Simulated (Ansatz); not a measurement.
# The (331) surface of bcc Li in its 1x1 cell, outermost plane spacing 0.39 Å in the ideal cut

Method: PBE (plane waves to 420 eV, PAW; Ansatz, a first-principles code).

Model: 27-atom slab, 10.3 Å thick at the start (thin: gaps and levels are the slab's own), 8x4x1 mesh, Fermi-Dirac 0.1 eV, dipole correction, all atoms relaxed; held to the part of the start's symmetry that mesh and held atoms allow; no spin, no spin-orbit, no U.

- surface energy (mean of both faces): 0.52 J/m²
- surface energy before relaxation: 0.54 J/m²
- work function of the top face: 2.94 eV
- energy released by relaxation: 0.17 eV
- cost: around 6 core-minutes (rough)
